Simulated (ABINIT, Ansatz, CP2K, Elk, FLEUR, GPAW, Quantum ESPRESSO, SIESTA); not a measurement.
## One structure in several programs: Sb (R-3m, 2 atoms in the cell)

Self-consistent single point, at a second geometry (lattice scaled by 0.98). First geometry:

```xyz
2
Lattice="2.1636 1.2491 3.8061 -2.1636 1.2491 3.8061 0.0000 -2.4983 3.8061" Properties=species:S:1:pos:R:3 pbc="T T T"
Sb     0.0000     0.0000     3.0631
Sb     0.0000     0.0000     8.3553
```

Shared settings, as Ansatz (a program for electronic structure) writes them: kpoints.mp_grid.grid = 8 8 8; scf.occupations.method = fermi_dirac; scf.occupations.width = 0.136 eV. Potentials and cutoffs stand in the table.

| code | model | ΔF from the first geometry (meV/atom) | pressure (GPa) | largest force (eV/Å) | cutoff |
|---|---|---|---|---|---|
| GPAW | PBE, GPAW PAW datasets PBE (gpaw-data 1.0.1) | 41.3 | 5.69 | 0.625 | 600 eV |
| SIESTA | GGA PBE, numerical atomic orbitals DZP, PseudoDojo PBE standard norm-conserving potentials (rewritten from UPF to PSML) | 55.5 | 7.06 | 1.011 | grid 300 Ry |
| Quantum ESPRESSO | PBE, PSlibrary ultrasoft (PBE) pseudopotentials | 43.0 | 5.92 | 0.682 | 30 Ry |
| Elk | PBE, all-electron FP-LAPW, Elk's shipped species files, APW+lo basis with extra local orbitals | 43.8 | – | – | rgkmax 8 |
| CP2K | PBE, GPW, DZVP-MOLOPT-SR-GTH basis, GTH-PBE potentials (GTH_POTENTIALS) | 54.5 | 7.04 | 0.694 | grid 400 Ry |
| FLEUR | PBE, all-electron FLAPW (FLEUR), scalar-relativistic valence | 45.5 | – | 0.662 | Kmax 3.9 1/bohr |
| ABINIT | PBE, norm-conserving pseudopotentials (PseudoDojo nc-sr-05 PBE standard) | 44.0 | 5.89 | 0.653 | 40 Ha |
| Ansatz | PBE, default PAW files | 44.5 | 6.03 | 0.645 | default |

A dash marks a value that a program does not give, or that is left out as unsure.

On Ansatz's run: spin-orbit coupling is off.

The spread over the programs that give each value: ΔF from the first geometry within 14.2 meV/atom; pressure within 1.37 GPa; largest force within 0.386 eV/Å.

SIESTA and CP2K use small atom-centred bases, whose incompleteness enters pressures, forces and empty levels differently from a plane-wave cutoff. Elk and FLEUR treat all electrons, but the usual bases taken here (sphere radii, linearisation, local orbitals, empty states) were not tested for convergence, so the values are no reference for the others. Ansatz's pressure is given at a fixed set of plane waves, as the other plane-wave codes print theirs; with its correction for the finite basis it is 6.06 GPa. In the pressure, SIESTA (by 1.15) and CP2K (by 1.13) lie more than 1 GPa from the median of the plane-wave programs. In the force vectors, SIESTA (by 0.362) lies more than 0.08 eV/Å from the median of the plane-wave programs.

The starting cell comes from a database of computed structures (which also holds hypothetical and non-ambient phases and stackings), without a prior relaxation at this level. Its lattice was rescaled by a random factor within 2.5 % of one. For this run, on top of that: lattice scaled by 0.98.

Keys are those of Ansatz 0.2.
